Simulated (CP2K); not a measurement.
# Short convergence ladders for LaPb3 (P4mm, 4 atoms in the cell)

```yaml
crystal:
  lattice:
    - [4.93347, 0.00000, 0.00000]
    - [0.00000, 4.93347, 0.00000]
    - [0.00000, 0.00000, 4.93347]
  atoms:
    - { symbol: La, position: [0.00000, 0.00000, 0.01013] }
    - { symbol: Pb, position: [0.00000, 0.50000, 0.50000] }
    - { symbol: Pb, position: [0.50000, 0.00000, 0.50000] }
    - { symbol: Pb, position: [0.50000, 0.50000, 0.00000] }
```

Base method: LDA (Pade form), GPW, DZVP-MOLOPT-SR-GTH basis, GTH-PADE potentials (GTH_POTENTIALS) in CP2K.

Base settings: CUTOFF = 500 Ry; REL_CUTOFF = 50 Ry; SMEAR/METHOD = GAUSSIAN; SIGMA = 0.1 eV; KPOINTS/SCHEME = MONKHORST-PACK 3 3 3; XC_FUNCTIONAL = PADE; La/BASIS_SET = DZVP-MOLOPT-SR-GTH; La/POTENTIAL = GTH-PADE-q11; Pb/BASIS_SET = DZVP-MOLOPT-SR-GTH; Pb/POTENTIAL = GTH-PADE-q4.

**Shifted k-point meshes**

Only quantities that move along the ladder and can be compared are tabulated.

| KPOINTS/SCHEME | free energy less the last step's (meV/atom) | pressure (GPa) | largest difference of a force vector from the last step's (eV/Å) |
|---|---|---|---|
| MACDONALD 1 1 1 0.5 0.5 0.5 | -1195.69 | -6.71 | 0.102 |
| MONKHORST-PACK 2 2 2 | 307.53 | -2.12 | 0.083 |
| MACDONALD 3 3 3 0.1666666667 0.1666666667 0.1666666667 | -71.34 | -3.81 | 0.038 |
| MONKHORST-PACK 4 4 4 | -20.22 | -3.54 | 0.013 |
| MACDONALD 5 5 5 0.1 0.1 0.1 | -3.38 | -3.71 | 0.003 |
| MONKHORST-PACK 6 6 6 | 20.87 | -3.23 | 0.017 |
| MACDONALD 7 7 7 0.07142857143 0.07142857143 0.07142857143 | 3.90 | -3.40 | 0.005 |
| MONKHORST-PACK 8 8 8 | 4.50 | -3.39 | 0.006 |
| MACDONALD 9 9 9 0.05555555556 0.05555555556 0.05555555556 | 0.00 | -3.40 | 0.000 |

Coarsest KPOINTS/SCHEME that holds the free energy within 5 meV/atom: not settled: the last two steps still differ by 4.5 meV/atom, over half the tolerance, so the ladder does not show it.

Coarsest KPOINTS/SCHEME that holds the forces within 0.02 eV/Å of the last step, with all finer ones: MONKHORST-PACK 4 4 4; the step before is off by 0.038 eV/Å.

Coarsest KPOINTS/SCHEME that holds the pressure within 0.1 GPa of the last step, with all finer ones: MACDONALD 7 7 7 0.07142857143 0.07142857143 0.07142857143; the step before is off by 0.18 GPa.

**The k-point mesh at a smearing width of 0.3 eV**

In this ladder: SIGMA = 0.3 eV. Moved along: GAMMA_CENTERED.

Only quantities that move along the ladder and can be compared are tabulated.

```tsv
KPOINTS/SCHEME	free energy less the last step's (meV/atom)	pressure (GPa)	largest difference of a force vector from the last step's (eV/Å)
MONKHORST-PACK 3 3 3	0.03	-3.54	0.051
MONKHORST-PACK 4 4 4	24.96	-2.93	0.037
MONKHORST-PACK 5 5 5	-5.91	-3.33	0.003
MONKHORST-PACK 6 6 6	-1.68	-3.29	0.001
MONKHORST-PACK 7 7 7	-5.48	-3.39	0.002
MONKHORST-PACK 9 9 9	0.00	-3.32	0.000
```

Coarsest KPOINTS/SCHEME that holds the free energy within 5 meV/atom: not settled: the last two steps still differ by 5.5 meV/atom, over half the tolerance, so the ladder does not show it.

Coarsest KPOINTS/SCHEME that holds the pressure within 0.2 GPa of the last step, with all finer ones: MONKHORST-PACK 5 5 5; the step before is off by 0.38 GPa.

Coarsest KPOINTS/SCHEME that holds the forces within 0.02 eV/Å of the last step, with all finer ones: MONKHORST-PACK 5 5 5; the step before is off by 0.037 eV/Å.

**The width of Methfessel-Paxton smearing**

In this ladder: SMEAR/METHOD = METHFESSEL_PAXTON; KPOINTS/SCHEME = MONKHORST-PACK 5 5 5.

Narrow widths need finer meshes than wide ones, so the last steps can hold mesh noise.

Only quantities that move along the ladder and can be compared are tabulated; pressure and forces are left out, as mesh noise rules them at narrow widths.

```tsv
SIGMA	free energy less the last step's (meV/atom)
1 eV	17.94
0.5 eV	7.58
0.3 eV	1.77
0.2 eV	0.19
0.1 eV	-0.11
0.05 eV	0.00
```

Widest SIGMA that holds the free energy within 0.5 meV/atom of the last step, with all finer ones: 0.2 eV; the step before is off by 1.8 meV/atom.

On the base run: the starting cell comes from a database of computed structures (which also holds hypothetical and non-ambient phases and stackings), without a prior relaxation at this level. Its lattice was rescaled by up to half a per cent. One atom was moved a little off its site on purpose. Values carry the incompleteness of an atom-centred basis. In the base run, with a pressure of about -4 GPa the cell is away from its equilibrium volume at this level. Without a gap this mesh is coarse (it stands for a supercell whose shortest vector is 15 Å).

Left out of this page: 2 runs of the series outside the window shown, repeating another row's setting, or not comparable.
